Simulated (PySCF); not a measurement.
PySCF 2.14.0, HF/def2-svp: all-trans C7H16 (CCCCCCC), 23 atoms. The geometry is a generated start, not checked to be a minimum at this level.

- task = energy
- method = hf
- basis = def2-svp
- mf.init_guess = minao (default)
- mf.DIIS = CDIIS (default)
- mf.diis_space = 8 (default)
- mf.conv_tol = 1e-09 (default)
- basis functions (base settings) = 178

Hardware: Arm Neoverse V2, 96 cores on 1 socket, no SMT, 1 L3 cache group.

Each time is the median wall time of two to five repeats, run one at a time on the otherwise empty machine; start-up is included. Processes are pinned to neighbouring cores unless said otherwise. The build: PyPI wheel: OpenMP (GNU), a bundled serial OpenBLAS 0.3.3 under its C layer, NumPy's threaded OpenBLAS held to generic ARMv8 kernels, libcint, Libxc; another build can shift the numbers. Scratch files lie in a memory file system.

All on 32 threads, 1 BLAS thread. Base settings, kept where nothing else is said: two_electron_scheme = exact four-centre integrals, mol.max_memory = 4000 MB, mf.direct_scf_tol = 1e-13 (default) (aux not set). The candidates, on 32 cores each, agree within 1.0 meV/atom in energy:
A. two_electron_scheme = density fitting, mol.max_memory = 300 MB, aux = chosen by PySCF (default)
B. the base settings
C. two_electron_scheme = COSX exchange (sgx_fit, pjs=False) with fitted J, aux = chosen by PySCF (default)
D. mol.max_memory = 500 MB, mf.direct_scf_tol = 1e-15
E. two_electron_scheme = density fitting, mol.max_memory = 1000 MB, aux = chosen by PySCF (default)
F. two_electron_scheme = density fitting, aux = autoaux
G. mol.max_memory = 500 MB, mf.direct_scf_tol = 1e-11

Question: Which choice gives the shortest wall time?

Answer: B (the base settings), 0.85 s. At the other end D takes 9.0× as long.

```
candidate  wall time            repeats  Fock builds (products with the orbital Hessian counted alike)
---------  ---------  -----------------  -------------------------------------------------------------
B             0.85 s  3 runs within 1 %                                                             11
E              1.1 s  3 runs within 1 %                                                             11
A              1.2 s  3 runs within 1 %                                                             11
F              1.5 s  3 runs within 1 %                                                             11
G              6.3 s  3 runs within 1 %                                                             11
C              6.6 s  3 runs within 2 %                                                             11
D              7.7 s  3 runs within 1 %                                                             11
```

From the slowest to the fastest: Without room for the integrals they are computed anew in 11 passes, 7.2 s in all. Launch, exit and the like take 0.40 s of the 0.85 s.
